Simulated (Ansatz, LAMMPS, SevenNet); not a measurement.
How well does each level of theory give the lattice constant a of CsCl-type CoAl?

Reference value: 2.861 Å (measured, room temperature, no zero-point or thermal correction; as tabulated in Yamada et al. (2019), arXiv:1910.09660).

```csv
level (code),value (Å),difference (%)
EAM CoAl.eam.alloy (LAMMPS),2.866,+0.17
SevenNet-0 (SevenNet),2.855,-0.21
LDA (Ansatz),2.794,-2.34
PBE (Ansatz),2.852,-0.31
PBEsol (Ansatz),2.823,-1.33
PBE-D4 (Ansatz),2.823,-1.33
rVV10 (Ansatz),2.859,-0.07
r²SCAN (Ansatz),2.823,-1.33
PBE0 (Ansatz),2.809,-1.82
```

Leaving aside EAM CoAl.eam.alloy, which can be fitted to such values or carry a doubt: The reference is not for a static lattice or low temperature, so close values are not ranked against it. Off by more than 1.25 % (a bound picked here): LDA (-2.34 %), PBEsol (-1.33 %), PBE-D4 (-1.33 %), r²SCAN (-1.33 %), PBE0 (-1.82 %).

The reference has no zero-point or thermal correction, while the calculations are for a static lattice, so the differences are not the levels' errors alone. A static lattice is as a rule a little smaller than the measured one. The crystal itself was run without spin with LDA, PBE, PBEsol, PBE-D4, rVV10, r²SCAN, PBE0. PBE0: the run has no spin polarisation, so it can have missed a magnetic state. Cutoffs and k meshes differ between the levels. Ansatz's density-functional and Hartree–Fock values are scalar-relativistic unless marked +SOC, with PAW data made under PBE.

Empirical potentials (EAM CoAl.eam.alloy) are fitted to chosen data, which need not cover the solid at hand: agreement can be built in, and what lay outside the fit can be far off. Machine-learned potentials (SevenNet-0) are trained on DFT data, which may include these solids.

Differences are worked out from the printed values.

Ansatz is a program for electronic structure.
